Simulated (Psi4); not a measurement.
Psi4 1.11, B3LYP/def2-svp: Zr(I)(NH2)3 ([NH2][Zr]([NH2])([NH2])[I]), 11 atoms. The geometry is a generated start, not checked to be a minimum at this level.

| Property | Value |
|---|---|
| task | energy |
| method | b3lyp |
| basis | def2-svp |
| memory | 3 GB |
| maxiter | 100 |
| keys of the molecule block | symmetry c1 |
| scf_type | df (default) |
| diis_max_vecs | 10 (default) |
| e_convergence | 1e-06 (default) |
| d_convergence | 1e-06 (default) |
| dft_radial_points | 75 (default) |
| dft_spherical_points | 302 (default) |
| effective core potentials | those of the basis set, past Kr |
| basis functions | 129 |
| grid points | 237728 |

```xyz
11

Zr     0.2795     0.1148    -0.2887
I      2.5154     1.3803    -1.4487
N      1.0474    -0.7664     1.3516
H      0.5790    -1.1612     2.1710
H      2.0584    -0.8254     1.5185
N     -0.6675    -1.2012    -1.5071
H     -1.5347    -0.9174    -1.9751
H     -0.7844    -2.1933    -1.2721
N     -0.9907     1.6132     0.2050
H     -0.6077     2.4888     0.5827
H     -1.8947     1.4679     0.6629
```

Charge 0 and multiplicity 1 are set for this test and not shown to be the ground state.

With the defaults (diis = true, scf_initial_accelerator = adiis, damping_percentage = 0, level_shift = 0, level_shift_cutoff = 0.01, guess = auto, which took SAD, soscf = false, soscf_start_convergence = 0.01) it converges in 10 SCF iterations. One run each on 2 threads, with these changes:
- soscf = true
- level_shift = 0.5, level_shift_cutoff = 0.001
- guess = gwh
- level_shift = 0.1, level_shift_cutoff = 0.001
- soscf = true, soscf_start_convergence = 0.1
- guess = modhuckel
- diis = false, scf_initial_accelerator = none, damping_percentage = 60
- guess = sap
- scf_initial_accelerator = none

Which runs fail or end elsewhere than the default run?

No convergence: diis = false, scf_initial_accelerator = none, damping_percentage = 60 (the run ends without SCF convergence in 100 iterations). The rest reach the solution of the defaults.

| setting | SCF iterations | JK calls | end |
|---|---|---|---|
| soscf = true, soscf_start_convergence = 0.1 | 8 | 34 | same solution |
| soscf = true | 8 | 29 | same solution |
| the defaults | 10 | 11 | same solution |
| level_shift = 0.1, level_shift_cutoff = 0.001 | 10 | 11 | same solution |
| level_shift = 0.5, level_shift_cutoff = 0.001 | 10 | 11 | same solution |
| scf_initial_accelerator = none | 10 | 11 | same solution |
| guess = gwh | 11 | 11 | same solution |
| guess = modhuckel | 15 | 42 | same solution |
| guess = sap | 16 | 16 | same solution |
| diis = false, scf_initial_accelerator = none, damping_percentage = 60 | 100 | 101 | no convergence |

An SOSCF iteration holds several JK calls; a Hückel guess adds calls on atoms. 1 further run of the study ended by our limits or in an error and is left out.
